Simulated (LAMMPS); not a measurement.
An MD run on ZnS (zinc blende), 4096 atoms, at 2400 K and 0 GPa, heated as the crystal.

All values are model results, not measurements: classical MD, pair style sw, file CdTeZnSeHgS0.sw (LAMMPS).

Starting crystal:

Space group F-43m (No. 216); a = 5.4100 Å, b = 5.4100 Å, c = 5.4100 Å, α = 90.00°, β = 90.00°, γ = 90.00°

```csv
atom,site,symmetry,x,y,z
Zn,4a,-43m,0.0000,0.0000,0.0000
S,4d,-43m,0.7500,0.7500,0.7500
```

Problem. Estimate the state found, the density, the most common S-Zn-S angle, the first peak of g(r), S-Zn, the coordination number of S by Zn for this model.

Solution. state found: crystal; no diffusion seen in 30 ps; density: 3.8030 ± 0.0002 g/cm³; most common S-Zn-S angle: in the 3° bin centred on 109.5° (mean of all 109°); first peak of g(r), S-Zn: 2.39 Å, height 6.4; coordination number of S by Zn: 4.00 (counted to 3.30 Å).

Caution: in nature this polymorph isn't the stable one over the whole range of temperature at this pressure, and short runs keep a crystal in its starting form. Caution: this crystal lies over the melting point of about 2210 K that CdTeZnSeHgS0.sw gives, so it is superheated.
